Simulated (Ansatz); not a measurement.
Start from AlAs in the zinc blende structure (space group F-43m, No. 216).

```xyz
2
Lattice="0.0000 2.8373 2.8373 2.8373 0.0000 2.8373 2.8373 2.8373 0.0000" Properties=species:S:1:pos:R:3 pbc="T T T"
As     4.2560     4.2560     4.2560
Al     0.0000     0.0000     0.0000
```

Cartesian axes are those of the cell as printed.

All numbers come from PBEsol/PAW in Ansatz (a quantum-chemistry and plane-wave program), scalar-relativistic without spin-orbit coupling.

Now apply this change: every lattice vector is shortened by 1.79 %; the atoms relax in the strained cell.

Problem. Predict the stress tensor and what it implies for the stiffness.

Solution. Stress of the strained cell less that of the base (GPa, compression positive):
```
   4.39    0.00    0.00
   0.00    4.39    0.00
   0.00    0.00    4.39
```

Then B = −ΔP/(ΔV/V₀) with ΔV/V₀ = -0.0527 gives secant stiffness values (nonlinear terms included at this strain): B ≈ 83 GPa.

As a check, the harmonic strain energy −½ V₀ Δσ:ε is 17 meV/atom; the computed energy rise is 16 meV/atom.

Whether these cells are dynamically stable was not tested.
